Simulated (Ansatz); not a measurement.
We consider rutile MgH₂, described by PBEsol in Ansatz (plane waves, PAW).

Settings: plane-wave cutoff 520 eV, 8×8×12 k mesh (along the axes of the cell as run), Fermi–Dirac smearing 0.01 eV, scalar-relativistic PAW data made under PBE.

The cell has the measured lattice parameters. Conventional cell: a = 4.5010 Å, b = 4.5010 Å, c = 3.0100 Å, α = 90.00°, β = 90.00°, γ = 90.00°.

```
CELL_PARAMETERS angstrom
      4.50100     0.00000     0.00000
      0.00000     4.50100     0.00000
      0.00000     0.00000     3.01000
ATOMIC_POSITIONS crystal
  Mg 0.00000 0.00000 0.00000
  Mg 0.50000 0.50000 0.50000
  H  0.30600 0.30600 0.00000
  H  0.80600 0.19400 0.50000
  H  0.19400 0.80600 0.50000
  H  0.69400 0.69400 0.00000
```

Question: List the 8 lowest band energies at Γ above −25 eV (eV, relative to the valence band maximum), grouping those that round alike.

Answer: At Γ: -6.58, -1.47 (×2), -0.51, 4.44, 4.99, 8.97 (×2).

Note: cell and atoms aren't relaxed at this level (largest force component 0.04 eV/Å, pressure -0.5 GPa).

Ansatz is a program for electronic structure.
